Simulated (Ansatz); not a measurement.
Results of r²SCAN (PAW; Ansatz, a first-principles code) for fluorite HfO2 (high-temperature phase).

Settings: plane-wave cutoff 500 eV, 10×10×10 k mesh, gaussian smearing 0.02 eV, scalar-relativistic PAW data made under PBE.

Cell (relaxed at this level):

```cif
data_HfO2
_chemical_formula_sum 'Hf1 O2'
_space_group_name_H-M_alt 'P 1'
_space_group_IT_number 1
_cell_length_a 3.57691
_cell_length_b 3.57691
_cell_length_c 3.57691
_cell_angle_alpha 60.000
_cell_angle_beta 60.000
_cell_angle_gamma 60.000
loop_
_space_group_symop_operation_xyz
  'x, y, z'
loop_
_atom_site_label
_atom_site_type_symbol
_atom_site_fract_x
_atom_site_fract_y
_atom_site_fract_z
_atom_site_occupancy
Hf1 Hf 0.00000 0.00000 0.00000 1
O1 O 0.25000 0.25000 0.25000 1
O2 O 0.75000 0.75000 0.75000 1
```

Give the computed band gap.


band gap: 4.30 eV (on the SCF k mesh)

Note: symmetry holds this phase in the static calculation, where it need not be a minimum; held by symmetry at 0 K, a high-temperature phase can be a saddle point.

Spin–orbit coupling is not included.

Static lattice: no zero-point or thermal effects.
